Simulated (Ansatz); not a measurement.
Results of PBE in Ansatz (plane waves, PAW) for C11b MoSi2.

Numerical settings: plane-wave cutoff 520 eV, 24×24×24 k mesh, Fermi–Dirac smearing 0.05 eV, no spin polarisation, scalar-relativistic PAW data made under PBE.

Shape and atoms are relaxed at each volume.

Pressure at four volumes; x = ln(V/13.579 Å³). One pressure is withheld.

```json
[
 {"V (Å³/atom)": "13.036", "x": "-0.0408", "P (GPa)": "?"},
 {"V (Å³/atom)": "13.308", "x": "-0.0202", "P (GPa)": "4.31"},
 {"V (Å³/atom)": "13.579", "x": "0.0000", "P (GPa)": "0.00"},
 {"V (Å³/atom)": "14.122", "x": "0.0392", "P (GPa)": "-7.33"}
]
```

Question: Pass a parabola P(x) through the three rows shown, estimate the bulk modulus and its pressure derivative near zero pressure, and predict the withheld pressure.

Answer: Slopes between the rows: (0.00 − (4.31))/(0.0000 − (-0.0202)) = -213.37 and (-7.33 − (0.00))/(0.0392 − (0.0000)) = -186.99 GPa. Their difference over the span 0.0594 is c = 26.38/0.0594 = 444.1 GPa, so P(x) = 4.31 + (-213.37)(x − (-0.0202)) + 444.1 (x − (-0.0202))(x − (0.0000)). At the middle row B = −dP/dx = −[-213.37 + 444.1 × 0.0202] = 204.4 GPa, and B′ = dB/dP = 2c/B = 4.3. At x = -0.0408 the parabola gives 9.08 GPa; the run gives 9.12 GPa. The Birch–Murnaghan fit to the energies at all volumes has B0 = 204 GPa and B′ = 4.5.

Measured, for comparison: bulk modulus 222 ± 2 GPa (room temperature, not corrected to a static lattice, B' = 4; as tabulated in Structural stability of MoSi2 and Mo5Si3 under high pressure, Chin. Phys. B 26 …). Computed less measured: bulk modulus -8 %.

Ansatz is a program for electronic structure.
